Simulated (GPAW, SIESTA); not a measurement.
A SIESTA input for a self-consistent single point of CdSe (P6_3mc, 4 atoms in the cell) (DFT, GGA PBE, numerical atomic orbitals DZP, PseudoDojo PBE standard norm-conserving potentials (rewritten from UPF to PSML)):

```
# files in the folder: Cd.psml Se.psml (PseudoDojo PBE standard)
SystemName  CdSe
SystemLabel CdSe

NumberOfAtoms                4
NumberOfSpecies              2
%block ChemicalSpeciesLabel
  1 48 Cd
  2 34 Se
%endblock ChemicalSpeciesLabel
LatticeConstant              1.0 Bohr
%block LatticeVectors
     8.179246783    0.000000000    0.000000000
    -4.089624336    7.083434288    0.000000000
     0.000000000    0.000000000   13.342925308
%endblock LatticeVectors
AtomicCoordinatesFormat      Ang
%block AtomicCoordinatesAndAtomicSpecies
     2.164137497    1.249462751    3.530032961  1
    -0.000002497    2.498929249    7.060418961  1
     2.164137497    1.249462751    6.184600803  2
    -0.000002497    2.498929249    2.654214803  2
%endblock AtomicCoordinatesAndAtomicSpecies

XC.functional                GGA
XC.authors                   PBE
PAO.BasisSize                DZP
PAO.EnergyShift              0.01 Ry
MeshCutoff                   300 Ry
%block kgrid.MonkhorstPack
    5   0   0  0.0
    0   5   0  0.0
    0   0   3  0.0
%endblock kgrid.MonkhorstPack
OccupationFunction           FD
ElectronicTemperature        116.05 K

MaxSCFIterations             150
SCF.Mixer.Method             Pulay
SCF.Mixer.Weight             0.1
SCF.Mixer.History            8
SCF.DM.Tolerance             1.0E-05
Diag.ParallelOverK           true
WriteForces                  true
```

Problem. Translate this input to GPAW.

Solution. This is the input that was run; spellings and numerical settings could be chosen otherwise.

```python
from ase import Atoms
from ase.units import GPa
from gpaw import GPAW

atoms = Atoms(['Cd', 'Cd', 'Se', 'Se'],
              cell=[[4.328271, 0.000000, 0.000000],
                    [-2.164136, 3.748392, 0.000000],
                    [0.000000, 0.000000, 7.060772]],
              scaled_positions=[[0.666667, 0.333333, 0.499950],
                                [0.333333, 0.666667, 0.999950],
                                [0.666667, 0.333333, 0.875910],
                                [0.333333, 0.666667, 0.375910]],
              pbc=True)

calc = GPAW(mode={'name': 'pw', 'ecut': 600},
            xc='PBE',
            kpts=(5, 5, 3),
            occupations={'name': 'fermi-dirac', 'width': 0.01},
            nbands=-4,
            convergence={'forces': 0.001, 'bands': -2},
            symmetry={'symmorphic': False, 'tolerance': 0.0005},
            maxiter=150,
            txt='-')

atoms.calc = calc

energy = atoms.get_potential_energy()
print('Energy (eV):', round(energy, 6))
forces = atoms.get_forces()
print('Forces (eV/Ang):')
print(forces.round(5))
stress = atoms.get_stress()
print('Stress (GPa, Voigt):', (stress / GPa).round(4))
```

Basis, cutoffs, solver keys and any potentials are the target program's own. This input uses DFT PBE, plane waves, GPAW PAW datasets PBE (gpaw-data 1.0.1). Both were run: pressure 1.08 GPa in SIESTA and 1.67 in GPAW; largest force 0.010 eV/Å in SIESTA and 0.010 in GPAW; gap on the mesh 0.862 eV in SIESTA and 0.619 in GPAW.

On GPAW: the starting cell comes from a database of computed structures (which also holds hypothetical and non-ambient phases and stackings), without a prior relaxation at this level. Its lattice was rescaled by a random factor within 2.5 % of one.

On SIESTA: the starting cell comes from a database of computed structures (which also holds hypothetical and non-ambient phases and stackings), without a prior relaxation at this level. Its lattice was rescaled by a random factor within 2.5 % of one. Values carry the incompleteness of an atom-centred basis.
